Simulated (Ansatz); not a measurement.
## Hypothetical Pm-3n BN: pressure series

The parent structure is BN (space group Pm-3n, No. 223; a = 4.419 Å; a hypothetical phase, not in the database extracts checked).

Cell and atoms are relaxed at each pressure.

All numbers come from plane-wave PAW DFT at the PBEsol level (Ansatz, an electronic-structure program, 420 eV), no spin-orbit coupling.

Notes on the quantities. enthalpy: H = E + PV relative to the base's energy.

```tsv
case	lattice parameter a	enthalpy	band gap
base	4.419 Å	–	4.39 eV
pressure −2 GPa	4.429 Å	-0.09 eV/atom	4.39 eV
pressure −1 GPa	4.424 Å	-0.04 eV/atom	4.39 eV
pressure 0.3 GPa	4.418 Å	+0.01 eV/atom	4.39 eV
pressure 0.7 GPa	4.416 Å	+0.03 eV/atom	4.39 eV
pressure 1.5 GPa	4.412 Å	+0.07 eV/atom	4.39 eV
pressure 3 GPa	4.405 Å	+0.13 eV/atom	4.39 eV
pressure 5 GPa	4.396 Å	+0.22 eV/atom	4.40 eV
pressure 7.5 GPa	4.384 Å	+0.33 eV/atom	4.40 eV
pressure 10 GPa	4.373 Å	+0.44 eV/atom	4.40 eV
```

Load acts through the strain it causes; cell and atoms are relaxed under it. Whether these cells are dynamically stable was not tested. Competing high-pressure phases were not computed.
